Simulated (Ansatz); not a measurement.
Results of r²SCAN (Ansatz, a quantum-chemistry and plane-wave program, PAW) for Zr2AlN (P6₃/mmc, No. 194, 8 atoms in the cell; start mp-4678).

Run with plane-wave cutoff 560 eV, 18×18×4 k mesh (along the axes of the cell as run), Fermi–Dirac smearing 0.05 eV, scalar-relativistic PAW data made under PBE.

Cell (relaxed at this level):

```
CELL_PARAMETERS angstrom
      3.24369     0.00000     0.00000
     -1.62184     2.80911     0.00000
      0.00000     0.00000    14.39899
ATOMIC_POSITIONS crystal
  Zr 0.66667 0.33333 0.58879
  Zr 0.33333 0.66667 0.41121
  Zr 0.33333 0.66667 0.08879
  Zr 0.66667 0.33333 0.91121
  Al 0.66667 0.33333 0.25000
  Al 0.33333 0.66667 0.75000
  N  0.00000 0.00000 0.50000
  N  0.00000 0.00000 0.00000
```

Task: What does this level give for the bulk modulus B0?

Result: 
* **bulk modulus B0**: 150 GPa

The run finds no gap.

Note: the bulk modulus is −V dP/dV from two relaxed cells at ±2 % in volume; the relaxation could not lower the start's symmetry, so the cell can be a saddle point above a distorted one.

Computed values are for the static lattice.

The result took around 12 core-minutes (rough).

A start named mp-… is a Materials Project structure, which need not be a measured phase.
